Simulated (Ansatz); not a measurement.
Short convergence ladders for MgSc (P4mm, 2 atoms in the cell)

```
CELL_PARAMETERS angstrom
      3.61443     0.00000     0.00000
      0.00000     3.61443     0.00000
      0.00000     0.00000     3.61443
ATOMIC_POSITIONS crystal
  Mg 0.00000 0.00000 0.01383
  Sc 0.50000 0.50000 0.50000
```

Base method: PBEsol, default PAW files made with PBE (plane waves; Ansatz, a program for electronic structure).

Base settings: basis.ecutwfc = 30.9 Ry; kpoints.mp_grid.grid = 9 9 9; hamiltonian.xc = pbesol; hamiltonian.pseudopotentials = {kind: paw} (the program's default PAW files); scf.occupations.method = gaussian; scf.occupations.width = 0.0073 Ry.

The count of work is k-points × plane waves × bands × iterations; it is no time. 

**The cutoff for other potential files**

Level: DFT, PBEsol, plane waves, harder PAW files (source: ansatz) made with PBE.

In this ladder: hamiltonian.pseudopotentials = {kind: paw, source: ansatz}.

The second cell is the first with its lattice scaled by 0.98.

The mesh stays at the base's, so the ladder's end is converged at best in this setting alone.

The first pressure column holds Ansatz's estimate of the finite-basis (Pulay) stress, which hides part of the cutoff error; the other is without it.

Only quantities that move along the ladder and can be compared are tabulated.

```csv
basis.ecutwfc,free energy less the last step's (meV/atom),energy of the compressed cell less the first (meV/atom),pressure (GPa),pressure without the Pulay estimate (GPa),largest difference of a force vector from the last step's (eV/Å),count of work / last
20.6 Ry,6180.20,-48.33,-3.37,-211.44,0.062,0.16
25 Ry,1213.15,-4.64,-2.17,-53.28,0.006,0.15
32 Ry,79.00,-5.69,-2.09,-6.89,0.002,0.20
38.6 Ry,3.62,-5.45,-2.05,-2.37,0.000,0.28
45.6 Ry,0.58,-5.48,-2.05,-2.06,0.000,0.35
54.8 Ry,0.43,-5.48,-2.05,-2.06,0.000,0.45
68.4 Ry,0.23,-5.48,-2.05,-2.06,0.000,0.63
91.1 Ry,0.00,-5.49,-2.06,-2.06,0.000,1.0
```

Coarsest basis.ecutwfc that holds the pressure without the Pulay estimate within 1 GPa of the last step, with all finer ones: 38.6 Ry, at 0.28 of the last step's count of work; the step before is off by 4.8 GPa.

Coarsest basis.ecutwfc that holds the pressure within 0.05 GPa of the last step, with all finer ones: 32 Ry, at 0.20 of the last step's count of work; the step before is off by 0.12 GPa.

Coarsest basis.ecutwfc that holds the free energy within 2 meV/atom of the last step, with all finer ones: 45.6 Ry, at 0.35 of the last step's count of work; the step before is off by 3.6 meV/atom.

The energy difference between the two cells stays within 1 meV/atom of the last step's from 25 Ry on, the total only from 45.6 Ry on: much of the error is common to both cells and cancels.

At the lowest cutoff the pressure without the Pulay estimate lies 209 GPa under the last step's, the usual sign of Pulay stress in an incomplete plane-wave basis.

**The relaxed cell against the cutoff**

On MgSc (Pm-3m, 2 atoms in the cell): atoms on their sites.

In this ladder: relax = cell and atoms.

The mesh stays at the base's, so the ladder's end is converged at best in this setting alone.

Only quantities that move along the ladder and can be compared are tabulated.

| basis.ecutwfc | relaxed volume (Å³/atom) | relaxation steps |
|---|---|---|
| 15.4 Ry | 22.173 | 38 |
| 18.4 Ry | 22.682 | 12 |
| 21.7 Ry | 22.596 | 8 |
| 26.1 Ry | 22.599 | 6 |
| 30.9 Ry | 22.603 | 4 |
| 37.1 Ry | 22.603 | 4 |
| 46.3 Ry | 22.603 | 4 |
| 61.7 Ry | 22.603 | 4 |

Coarsest basis.ecutwfc that holds the relaxed volume within 0.045 Å³/atom of the last step, with all finer ones: 21.7 Ry; the step before is off by 0.079 Å³/atom.

At the lowest cutoff the cell relaxes to a volume 1.9 % smaller than at the highest. Ansatz relaxes on a stress corrected for the finite basis.

On the base run: the starting cell comes from a database of computed structures (which also holds hypothetical and non-ambient phases and stackings), without a prior relaxation at this level. Its lattice was rescaled by up to half a per cent. One atom was moved a little off its site on purpose.

Keys are those of Ansatz 0.2.
